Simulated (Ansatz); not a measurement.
**A computed series for ScAl3: response to strain**

Start from ScAl3 in the Cu3Au type structure (space group Pm-3m, No. 221; a = 4.072 Å; relaxed with 0.1 eV smearing). Axes: x, y, z lie along the cube axes.

Strains are applied to the cell and any free atomic positions relax; under biaxial strain the out-of-plane vector relaxes too.

Level of theory: DFT with PBEsol, PAW potentials and a 420 eV plane-wave cutoff in Ansatz (an electronic-structure program), no SOC.

Notes on the quantities. energy relative to the base: free energy F.

| change | out-of-plane strain | energy relative to the base | shortest interatomic distance |
|---|---|---|---|
| base | – | 0 meV/atom | 288.0 pm |
| biaxial strain −3.00 %, plane normal [001], relaxed out of plane | +1.35 % | +22 meV/atom | 279.3 pm |
| biaxial strain −2.40 %, plane normal [001], relaxed out of plane | +1.07 % | +14 meV/atom | 281.1 pm |
| biaxial strain −1.80 %, plane normal [001], relaxed out of plane | +0.80 % | +7.7 meV/atom | 282.8 pm |
| biaxial strain −1.20 %, plane normal [001], relaxed out of plane | +0.54 % | +3.3 meV/atom | 284.5 pm |
| biaxial strain −0.60 %, plane normal [001], relaxed out of plane | +0.27 % | +0.8 meV/atom | 286.2 pm |

Whether these cells are dynamically stable was not tested. All final runs are without spin polarisation.
